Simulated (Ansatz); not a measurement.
We consider L1₂ (Cu3Au-type) Pt3Ti, described by PBE-D4 (Ansatz, a first-principles code, PAW).

Numerical settings: plane-wave cutoff 520 eV, 14×14×14 k mesh, Fermi–Dirac smearing 0.05 eV, no spin polarisation, scalar-relativistic PAW data made under PBE.

Computed at the level's own relaxed cell.

Problem. Give the computed volume per atom, bulk modulus B0, lattice parameter a and pressure derivative B′ of the bulk modulus.

Solution. 
- volume per atom = 15.00 Å³/atom
- bulk modulus B0 = 255 GPa
- lattice parameter a = 3.915 Å
- pressure derivative B′ of the bulk modulus = 5.0

The run finds no gap.

Measured, for comparison: equilibrium volume per atom 15.01 Å³/atom, lattice constant a 3.916 Å (temperature not stated, not corrected to a static lattice; as tabulated in Molecular Dynamics Simulations of PtTi High-Temperature Shape Memory Alloys …). Computed (rounded) less measured: equilibrium volume per atom -0.1 %, lattice constant a 0.0 %.

Spin–orbit coupling is not included.
